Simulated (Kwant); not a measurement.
Model system: quantum point contact (saddle potential) in a CdTe two-dimensional gas. Effective mass 0.096 mₑ, grid spacing 1.3 nm, hard walls, nominal width 40 nm (31 grid rows, so walls 41.6 nm apart), one parabolic valley, scattering region 120 nm long along x; energies count from the band bottom; Fermi energy 0.166 eV. Potential (V0 + ½k y²) cos²(πx/L) for |x| < L/2, with V0 swept from 0.1743 to 0 eV, k = 0.0048 eV/nm², L = 87 nm.

Constants are typed, rounded textbook-type inputs, not results; the design itself was drawn at random and stands for no fabricated device.

Computed with Kwant: effective-mass tight-binding model on a square grid, one spin, coherent transport at 0 K. Conductance is in e²/h.

Q: Compare with the saddle-point formula G = Σ 1/(1 + exp(−2π(E − V0 − ħωy(n + ½))/ħωx)), taking ħωy = ħ√(k/m) and ħωx from the curvature along x of V0 plus half of the mode's confinement energy.

A: ħωy = 61.7 meV; at V0 = 141 meV the lowest mode has ħωx = 18.0 meV.

```tsv
V0 (meV)	formula	simulation
164	7.7e-5	7.3e-5
141	0.099	0.11
119	1.00	1.00
96.0	1.00	1.00
73.3	1.52	1.64
50.5	2.00	2.00
```

The formula takes a parabolic saddle in the continuum; the run has the full potential on a grid.
